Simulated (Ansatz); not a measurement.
Output of an Ansatz run (abridged):

```
WARN ansatz: RAYON_NUM_THREADS=1 ignored (pool sized by the plan → 1); use --threads N
Pseudopotentials: kind: paw
Pseudopotential: La, paw, valence charge 11
Pseudopotential: Ge, paw, valence charge 14
Pseudopotential: Pd, paw, valence charge 18
Crystal: 5 atoms, lattice volume = 96.470 Å³
Basis set: ecut = 420.4159175005146 eV, 1921 PW (Γ)
Bands: 45, of which v1, the nominal top of the filled ones, is band 38 counted from 1 (37 counted from 0)
Symmetry: 16 space group operations
Space group: I4/mmm (ITA 139), of the structure as read, at distance tolerance 4.6e-5 Å
k-points: 75 of 729
PAW frozen core: La, regenerated for the run's functional, and the local potential with it
PAW frozen core: Ge, regenerated for the run's functional, and the local potential with it
PAW frozen core: Pd, regenerated for the run's functional, and the local potential with it
Initial density: superposition of atomic densities (neutral atoms: chi_scale 0, normalization atom), corrected by the library's trained network
Initial wavefunctions: pseudopotential atomic-orbital guess
Eigensolver: davidson
Functional: x = slater, c = lda
SCF iter   1: F=—  HF=-28201.192002 eV  |F-HF|=—  |Δ(HF+E_count)|=         —  Δρ=7.34e-3  dr2=4.15e-2  ethr=1.77e-3  ⟨swp⟩=5.9  Hψ=11575  notcnv=0
all-band conjugate gradients solve this SCF's bands
preconditioner: auto → Kerker (q_TF=auto, 2.616 Å⁻¹)
SCF iter   2: F=—  HF=-28201.183688 eV  |F-HF|=—  |Δ(HF+E_count)|=   8.31e-3  Δρ=2.91e-3  dr2=6.91e-3  ethr=5.54e-5  ⟨swp⟩=2.1  Hψ=7314  notcnv=0
SCF iter   3: F=—  HF=-28201.182735 eV  |F-HF|=—  |Δ(HF+E_count)|=   9.53e-4  Δρ=1.63e-3  dr2=2.07e-3  ethr=9.22e-6  ⟨swp⟩=2.1  Hψ=4154  notcnv=0
SCF iter   4: F=—  HF=-28201.182194 eV  |F-HF|=—  |Δ(HF+E_count)|=   5.40e-4  Δρ=2.02e-4  dr2=9.95e-5  ethr=2.75e-6  ⟨swp⟩=2.0  Hψ=4641  notcnv=0
SCF iter   5: F=—  HF=-28201.182169 eV  |F-HF|=—  |Δ(HF+E_count)|=   2.51e-5  Δρ=8.77e-5  dr2=6.71e-6  ethr=1.33e-7  ⟨swp⟩=2.0  Hψ=5991  notcnv=0
SCF iter   6: F=—  HF=-28201.182165 eV  |F-HF|=—  |Δ(HF+E_count)|=   4.00e-6  Δρ=2.67e-5  dr2=6.67e-7  ethr=8.94e-9  ⟨swp⟩=2.6  Hψ=5977  notcnv=0
SCF iter   7: F=-28201.182165 eV  HF=-28201.182165 eV  |F-HF|=3.32e-8  |Δ(HF+E_count)|=   1.57e-7  Δρ=6.30e-6  dr2=4.97e-8  ethr=1.33e-10  ⟨swp⟩=6.9  Hψ=15634  notcnv=0
SCF 1 converged in 7 iterations: F = -28201.182165 eV  dr2 = 4.97e-8
SCF converged after 7 iterations
Free energy (F): -28201.182165 eV
Harris-Foulkes:  -28201.182165 eV  (|F-HF|=3.32e-8)
Internal energy: -28201.092856 eV  (E = F + TS)
E sigma→0 (E₀):  -28201.137510 eV
Entropy (-TS):   -0.089309 eV (-17.862 meV/atom)
Fermi energy:    14.424158 eV
--- Per-component energies (eV) ---
  E_band       = -623.144054
  E_kinetic    = 1446.406444
  E_local      = -9868.144417  (includes V_loc(G=0)·N_el)
  E_nonlocal   = 1387.854755
  E_hartree    = 4241.078189
  E_xc         = -626.724357
  E_vxc        = -703.803605  (∫ρ·V_xc dr)
  E_paw        = -16373.655750  (= ΣΔE_a)
  E_vpaw       = -1367.609765  (= ΣTr[D̂ρ^β])
  E_aug_tail   = 0.000754  (compensation charges beyond the density's cutoff)
  E_ewald      = -8413.409309
  E_core_change = 5.500836  (= ΣΔE_core)
  E_smearing   = -0.089309  (= −TS)
  E_closure    = -0.000000  (closes the sum)
  Σ components = -28201.182165   (vs F -28201.182165, Δ=0.00e0)
--- Forces (eV/Å), atoms counted from 1 ---
  atom   1  La     0.00000000     0.00000000     0.00000000
  atom   2  Ge    -0.00000000    -0.00000000     0.25481374
  atom   3  Ge    -0.00000000    -0.00000000    -0.25481374
  atom   4  Pd     0.00000000    -0.00000000     0.00000000
  atom   5  Pd     0.00000000    -0.00000000     0.00000000
  max |Σ_I F_I| component: 7.63e-17 eV/Å
--- Stress (GPa, compression-positive) ---
       -5.414041       0.000000       0.000000
        0.000000      -5.414041       0.000000
        0.000000       0.000000      -4.568220
  P = ⅓ Tr σ = -5.1321 GPa (-51.321 kbar)
  The stress holds the Pulay correction. Without it, at fixed plane waves, as pw.x and ABINIT print it: P = -5.1579 GPa
--- Band table (eV; the first three rows and the last of 75) ---
  k-point 0: bands = ["-70.0639", "-70.0567", "-35.8859", "-35.8859", "-35.8780", "-35.8667", "-35.8298", "-35.8298", "-18.0590", "-10.0208", "-9.9432", "-9.9432", "-9.8747", "-9.8676", "-9.8666", "-9.8666", "-9.8653", "-9.8505", "-9.8220", [...]
  k-point 1: bands = ["-70.0634", "-70.0571", "-35.8866", "-35.8787", "-35.8773", "-35.8674", "-35.8372", "-35.8292", "-18.0563", "-10.0208", "-9.9437", "-9.9436", "-9.8746", "-9.8680", "-9.8667", "-9.8663", "-9.8653", "-9.8508", "-9.8218", [...]
  k-point 2: bands = ["-70.0624", "-70.0582", "-35.8886", "-35.8756", "-35.8690", "-35.8607", "-35.8557", "-35.8277", "-18.0494", "-10.0209", "-9.9454", "-9.9445", "-9.8741", "-9.8691", "-9.8669", "-9.8655", "-9.8648", "-9.8517", "-9.8213", [...]
  k-point 74: bands = ["-70.0637", "-70.0569", "-35.8843", "-35.8842", "-35.8778", "-35.8670", "-35.8316", "-35.8315", "-18.0557", "-10.0214", "-9.9452", "-9.9448", "-9.8775", "-9.8653", "-9.8649", "-9.8645", "-9.8610", "-9.8549", "-9.8206", [...]
```

The structure:

```xyz
5
Lattice="-2.1882 2.1882 5.0369 2.1882 -2.1882 5.0369 2.1882 2.1882 -5.0369" Properties=species:S:1:pos:R:3 pbc="T T T"
La     0.0000     0.0000     0.0000
Ge     0.0000     0.0000     6.2873
Ge     0.0000     0.0000     3.7864
Pd     2.1882     0.0000     2.5184
Pd     0.0000     2.1882     2.5184
```

### Question
What input produced this log?

### Answer
Other spellings and defaults could give the same log, and not every line can be read from it. The input that was run (DFT, LDA (PW92), plane waves, default PAW files made with PBE):

Ansatz 0.2 input:
```yaml
# La(GePd)2
crystal:
  lattice:
    - [-2.18819600, 2.18819600, 5.03688400]
    - [2.18819600, -2.18819600, 5.03688400]
    - [2.18819600, 2.18819600, -5.03688400]
  atoms:
    - { symbol: La, position: [0.00000000, 0.00000000, 0.00000000] }
    - { symbol: Ge, position: [0.62413000, 0.62413000, 0.00000000] }
    - { symbol: Ge, position: [0.37587000, 0.37587000, 0.00000000] }
    - { symbol: Pd, position: [0.25000000, 0.75000000, 0.50000000] }
    - { symbol: Pd, position: [0.75000000, 0.25000000, 0.50000000] }
basis:
  ecutwfc: 30.9 Ry
kpoints:
  mp_grid: { grid: [9, 9, 9] }
hamiltonian:
  xc: lda
  pseudopotentials: { kind: paw }
scf:
  occupations: { method: fermi_dirac, width: 0.0073 Ry }
output:
  forces: true
  eigenvalues: true
  stress: true
```

The starting cell comes from a database of computed structures (which also holds hypothetical and non-ambient phases and stackings), without a prior relaxation at this level. Its lattice was rescaled by up to half a per cent. Spin polarisation is off. With a pressure of about -5 GPa the cell is away from its equilibrium volume at this level. Ansatz's pressure includes its estimate of the finite-basis (Pulay) stress.

Ansatz is a quantum-chemistry and plane-wave program.
